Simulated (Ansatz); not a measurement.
Hg (R-3m, No. 166, 1 atom in the cell), treated with PBEsol-D3(BJ) (plane waves, PAW; Ansatz, an electronic-structure program).

Run with plane-wave cutoff 520 eV, 20×20×20 k mesh, Fermi–Dirac smearing 0.05 eV, scalar-relativistic PAW data made under PBE.

Equation-of-state points:

```
V (Å³/atom)  E − E_lowest (meV/atom)
-----------  -----------------------
20.976                          6.64
21.413                          1.53
21.850                          0.00
22.287                          1.31
22.724                          4.91
```

### Question
Fit the third-order Birch–Murnaghan equation and give B0 and B′.

### Answer
V0 = 21.851 Å³/atom, B0 = 52.4 GPa, B′ = 10.2 (fit to the energies at full precision).

Shape and atoms are relaxed at each volume.

Note: the relaxation could not lower the start's symmetry, so the cell can be a saddle point above a distorted one; the bulk modulus comes from volumes at which shape and atoms were relaxed.

Spin–orbit coupling is not included; it can shift volumes and moduli of such heavy elements.
